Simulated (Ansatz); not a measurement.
Start from Cu$_{3}$N (space group Pm-3m, No. 221; a = 3.721 Å). Axes: x, y, z lie along the cube axes.

Calculations: plane-wave PAW DFT at the LDA level (Ansatz, a first-principles code, 420 eV), without spin-orbit coupling.

For the base:

The volume per atom is 12.88 Å³ and the pressure comes out as 0.0 GPa.

The change: biaxial strain +1.00 %, plane normal [111], relaxed out of plane (Cartesian); in-plane vectors clamped, the third vector and the atoms free.

Question: Estimate the effect on the energy relative to the base.

Answer: The energy goes up by 0.8 meV/atom.

Question: Estimate the effect on the volume per atom.

Answer: The volume per atom grows by 0.06 Å³ (12.88 Å³ → 12.94 Å³).

Question: How does this affect the pressure?

Answer: The pressure (mean of the normal stresses, compression positive) goes from zero to -0.7 GPa.

No phonon test of stability was made. All final runs are without spin polarisation.
